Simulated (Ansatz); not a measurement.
We consider C11b MoSi2, described by PBE0 (Ansatz, a first-principles code, PAW).

Settings: plane-wave cutoff 460 eV, 12×12×12 k mesh, Fermi–Dirac smearing 0.05 eV, no spin polarisation, scalar-relativistic PAW data made under PBE.

Computed at the level's own relaxed cell.

Task: What does this level give for the equilibrium lattice constant a and lattice parameter c?

Result: 
- equilibrium lattice constant a: 3.189 Å
- lattice parameter c: 7.796 Å

Measured, for comparison: lattice constant a 3.205 Å, lattice parameter c 7.845 Å (temperature not stated, no zero-point or thermal correction; as tabulated in Pavlosiuk et al. (2022), arXiv:2202.05362). Computed (rounded) less measured: lattice constant a -0.5 %, lattice parameter c -0.6 %. A static lattice is as a rule a little smaller and stiffer than an uncorrected measurement, which narrows the difference in the lattice constant a, lattice parameter c and would widen misses of the other sign.

Note: the run has no spin polarisation, so it can have missed a magnetic state.

Static lattice: no zero-point or thermal effects.
